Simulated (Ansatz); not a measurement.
Consider this model of amorphous Ru16Ga16Si16.

```xyz
48
Lattice="8.6586 0.0788 -0.0599 0.0788 9.2028 -0.0396 -0.0599 -0.0396 9.2919" Properties=species:S:1:pos:R:3 pbc="T T T"
Ru     1.7134     6.0830     4.7637
Ru     8.3685     6.4394     1.9746
Ru     7.2715     8.1993     6.0597
Ru     4.7215     1.8531     8.2117
Ru     5.9281     5.5824     5.1633
Ru     6.1049     5.8400     0.1997
Ru     0.2799     0.3932     7.8477
Ru     0.2615     3.0216     6.8101
Ru     1.8964     7.1833     8.9932
Ru     2.0312     0.6500     3.0819
Ru     6.1148     8.3144     1.8279
Ru     3.9390     7.0811     3.2811
Ru     2.9715     2.9082     1.1590
Ru     2.7416     1.6210     5.9381
Ru     5.6690     3.3674     3.0913
Ru     8.3656     4.2467     3.8958
Ga     3.6563     5.0071     8.7290
Ga     0.0333     2.7066    -0.0038
Ga     1.4666     0.3718     0.7207
Ga     1.5965     5.0279     1.0644
Ga     3.6477     8.6463     7.7988
Ga     8.3918     8.8903     2.9578
Ga     6.7012     0.5749    -0.0397
Ga     3.4542     4.6969     3.2494
Ga     7.2292     4.8558     7.4233
Ga     4.1502     0.6307     1.1815
Ga     7.9365     7.4459     8.8766
Ga     4.3198     3.8642     6.4917
Ga     0.3643     0.8865     5.2262
Ga     5.0918     0.7950     5.8212
Ga     2.8658     8.3967     5.0748
Ga     1.5823     5.1852     7.2635
Si     1.8087     3.7463     5.1053
Si     6.7742     3.2811     5.2675
Si     6.0108     5.8958     2.7054
Si     8.0847     6.5797     4.4608
Si     2.2060     2.2214     8.1837
Si     4.1188     7.0956     0.9101
Si     0.9590     7.5056     6.6442
Si     5.3492     3.4970     0.5881
Si     5.5882     6.8785     7.2355
Si     6.9503     1.6997     7.0884
Si     1.8594     7.4732     2.2326
Si     7.5586     4.1677     1.6067
Si     6.0839     1.1019     3.0560
Si     3.7182     2.1456     3.8080
Si     5.7693     8.0948     4.2731
Si     1.1420     2.7695     2.7430
```

Computed with PBE, scalar-relativistic without spin-orbit coupling (plane waves to 420 eV, PAW; Ansatz, an electronic-structure program).

The cell was made by melting and quenching with the CHGNet potential and then relaxed with DFT. The hot cell started wider than the set density and was brought back towards it in steps. It is the lowest in DFT energy of 3 quenches. It is a model cell: composition and starting density were chosen by hand, and all elements were melted together. No dispersion term was used. Its density started from a set value of 6.88 and ended at 7.14 g/cm³. The simulated quench (nominally 240 K/ps over its main leg) is rapid and tends to freeze in more defects than a deposited or slowly cooled glass has. A cell of this size samples the disorder only roughly. Volume and shape were free in the relaxation. On a 2×2×2 Γ-centred mesh force components of up to 0.29 eV/Å stay, since the relaxation ran on one k-point at (1/4, 1/4, 1/4).

Bonds are counted up to Ru-Ru 3.56 Å, Ru-Ga 3.14 Å, Ru-Si 3.16 Å, Ga-Ga 2.78 Å, Ga-Si 2.80 Å, Si-Si 2.66 Å.

Task: Give the coordination numbers, mean bond lengths and angles.

Result: 
```
Quantity                                                                            Result
-----------------------  -----------------------------------------------------------------
Mean coordination of Ru                            10.88 (6 with 10, 6 with 11, 4 with 12)
Mean coordination of Ga            5.75 (3 with 4, 4 with 5, 4 with 6, 4 with 7, 1 with 8)
Mean coordination of Si  6.38 (1 with 4, 2 with 5, 6 with 6, 5 with 7, 1 with 8, 1 with 9)
Mean Ru-Si bond                                       2.488 Å (spread 0.143 Å, 66 counted)
Mean Ru-Ga bond                                       2.656 Å (spread 0.141 Å, 56 counted)
Mean Ru-Ru bond                                       3.060 Å (spread 0.168 Å, 26 counted)
Mean Ga-Si bond                                       2.620 Å (spread 0.105 Å, 24 counted)
Bond angle at Ru                                                  mean 96.6°, spread 33.7°
Bond angle at Ga                                                 mean 100.2°, spread 33.2°
Bond angle at Si                                                  mean 99.8°, spread 31.6°
```
